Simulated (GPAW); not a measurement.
GPAW run on HfB₂ (P6/mmm, 3 atoms in the cell): self-consistent single point.

Method of the run: LDA (Perdew-Wang 92), GPAW PAW datasets LDA (gpaw-data 1.0.1) (plane waves; GPAW).

```
CELL_PARAMETERS angstrom
      3.17967     0.00000     0.00000
     -1.58984     2.75367     0.00000
      0.00000     0.00000     3.53140
ATOMIC_POSITIONS crystal
  Hf 0.00000 0.00000 0.00000
  B  0.33333 0.66667 0.50000
  B  0.66667 0.33333 0.50000
```

Reference input (self-consistent single point, DFT PBE, plane waves, GPAW PAW datasets PBE (gpaw-data 1.0.1)): mode = pw; ecut = 900 eV; xc = PBE; kpts = 8 8 6; mesh shift (steps) = 0 0 0; occupations.name = fermi-dirac; occupations.width = 0.1 eV; nbands = -9; convergence.density = 1e-05 e/electron; convergence.energy = 1e-05 eV/electron; symmetry.symmorphic = false; symmetry.tolerance = 0.0005. This run's input differs from it in these lines:

```diff
@@ -14,3 +14,3 @@
 calc = GPAW(mode={'name': 'pw', 'ecut': 900},
-            xc='PBE',
+            xc='LDA',
             kpts={'size': (8, 8, 6), 'gamma': True},
```

Its files differ too (potentials: GPAW PAW datasets LDA (gpaw-data 1.0.1)).

Output, abridged:

```
     iter     time        total  log10-change:
                         energy   eigst   dens
iter:   1 --:--:--   -27.667081
iter:   2 --:--:--   -27.369998   -1.55  -1.01
iter:   3 --:--:--   -26.426674   -1.28  -1.06
iter:   4 --:--:--   -26.419731   -3.14  -1.61
iter:   5 --:--:--   -26.440438   -2.55  -1.62
iter:   6 --:--:--   -26.438342   -4.27  -2.33
iter:   7 --:--:--   -26.439170   -3.77  -2.38
iter:   8 --:--:--   -26.439102   -5.37  -3.20
iter:   9 --:--:--   -26.439109c  -6.09  -3.52
iter:  10 --:--:--   -26.439109c  -6.22  -3.53
iter:  11 --:--:--   -26.439109c  -7.93c -4.71
iter:  12 --:--:--   -26.439108c  -8.90c -4.83
iter:  13 --:--:--   -26.439108c  -9.15c -4.85
iter:  14 --:--:--   -26.439108c  -9.67c -4.95
iter:  15 --:--:--   -26.439108c  -9.90c -5.00c
Converged after 15 iterations.

Dipole moment: (-0.000000, 0.000000, 0.000000) |e|*Ang

Energy contributions relative to reference atoms: (reference = -410966.557056)

Kinetic:        +15.086642
Potential:      -14.026949
External:        +0.000000
XC:             -27.039277
Entropy (-ST):   -0.009733
Local:           -0.454658
SIC:             +0.000000
--------------------------
Free energy:    -26.443975
Extrapolated:   -26.439108

Showing only first 2 kpts
 Kpt  Band  Eigenvalues  Occupancy
  0     7      9.05023    2.00000
  0     8      9.10538    2.00000
  0     9     15.56790    0.00000
  0    10     15.56791    0.00000

  1     7      9.31495    2.00000
  1     8     10.97997    1.99985
  1     9     13.91609    0.00000
  1    10     13.91613    0.00000

Fermi level: 11.92651

No gap
No difference between direct/indirect transitions
Energy (eV): -26.439108

Forces in eV/Ang:
  0 Hf   -0.00000    0.00000    0.00000
  1 B    -0.00000    0.00000    0.00000
  2 B     0.00000   -0.00000    0.00000

Stress tensor:
     0.115137    -0.000000     0.000000
     0.000000     0.115137     0.000000
     0.000000     0.000000     0.114726
Stress (GPa, Voigt): [18.447  18.447  18.3811  0.      0.     -0.    ]
```

The run converged in 15 iterations. GPAW prints stress with tension positive. 

At such cutoffs GPAW's stress carries a finite-basis (Pulay) error, which enters relaxed cells too; its log prints stress with tension positive.

The starting cell comes from a database of computed structures (which also holds hypothetical and non-ambient phases and stackings), without a prior relaxation at this level. Its lattice was rescaled by a random factor within 2.5 % of one.
